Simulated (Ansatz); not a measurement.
Band structure of NaLaMgWO6 (C2/m, 20 atoms in the cell).

```
CELL_PARAMETERS angstrom
      3.94198    -3.98455     0.00000
      3.94198     3.98455     0.00000
     -0.00910     0.00000     7.95843
ATOMIC_POSITIONS crystal
  Na 0.75307 0.24693 0.50000
  Na 0.24693 0.75307 0.50000
  La 0.24620 0.75380 0.00000
  La 0.75380 0.24620 0.00000
  Mg 0.25189 0.25189 0.25617
  Mg 0.74811 0.74811 0.74383
  W  0.75160 0.75160 0.26189
  W  0.24840 0.24840 0.73811
  O  0.69771 0.69771 0.48973
  O  0.30229 0.30229 0.51027
  O  0.49073 0.49073 0.81200
  O  0.50927 0.50927 0.18800
  O  0.50641 0.99083 0.22887
  O  0.49359 0.00917 0.77113
  O  0.00917 0.49359 0.77113
  O  0.99083 0.50641 0.22887
  O  0.99117 0.99117 0.29350
  O  0.00883 0.00883 0.70650
  O  0.19317 0.19317 0.99420
  O  0.80683 0.80683 0.00580
```

Computed with PBEsol, default PAW files made with PBE (plane waves; Ansatz, a first-principles code).

Settings: kpoints.mp_grid.grid = 6 6 4; hamiltonian.xc = pbesol; hamiltonian.pseudopotentials = {kind: paw} (the program's default PAW files); scf.occupations.method = gaussian; scf.occupations.width = 0.02 eV; kpoints.band_path.npoints = 16.

The starting cell comes from a database of computed structures (which also holds hypothetical and non-ambient phases and stackings), without a prior relaxation at this level. Spin-orbit coupling is off.

Question: Predict the gap along the standard path and the places of the band edges.

Answer: The gap along the path is 2.95 eV, from Y to Z; the smallest direct gap on it is 3.04 eV.

Levels in eV from the top of the valence band on the path, bands 77 to 84:
| point | 77 | 78 | 79 | 80 | 81 | 82 | 83 | 84 |
|---|---|---|---|---|---|---|---|---|
| Γ | -0.20 | -0.18 | -0.15 | -0.10 | 2.95 | 3.17 | 3.34 | 3.35 |
| Y | -0.45 | -0.38 | -0.21 | 0.00 | 3.20 | 3.27 | 3.75 | 3.77 |
| F | -0.53 | -0.32 | -0.26 | -0.19 | 3.46 | 3.55 | 3.56 | 3.67 |
| H | -0.53 | -0.32 | -0.26 | -0.19 | 3.46 | 3.55 | 3.56 | 3.67 |
| Z | -0.18 | -0.16 | -0.13 | -0.10 | 2.95 | 3.15 | 3.52 | 3.56 |
| I | -0.53 | -0.32 | -0.26 | -0.19 | 3.46 | 3.55 | 3.56 | 3.67 |
| F1 | -0.53 | -0.32 | -0.26 | -0.19 | 3.46 | 3.55 | 3.56 | 3.67 |

Keys are those of Ansatz 0.2.
